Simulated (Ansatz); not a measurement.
Take Si in the diamond structure (space group Fd-3m, No. 227; a = 5.444 Å) as the base. Axes: x, y, z lie along the cube axes.

Levels (all Ansatz, an electronic-structure program, PAW): r2SCAN (500 eV, scalar-relativistic without spin-orbit coupling); HSE06 (420 eV, no spin-orbit coupling).

Its gap is 0.78 eV with r2SCAN and 1.14 eV with HSE06.

Perturbation: compressive biaxial strain of 1.11 % in the plane normal to [001], as in epitaxy on a mismatched substrate; the out-of-plane cell vector and the atoms relax.

With r2SCAN the gap becomes 0.64 eV.

If the HSE06 correction stayed the same, what would the HSE06 gap be, and what does the HSE06 run give?

A rigid correction of +0.36 eV gives 1.00 eV. The HSE06 run gives 1.01 eV, so the two effects roughly add.

Single points use the geometry relaxed with r2SCAN. HSE06 was sampled on its mesh, a few special points and the semilocal edge points, so its gap is an upper bound. Whether these cells are dynamically stable was not tested.
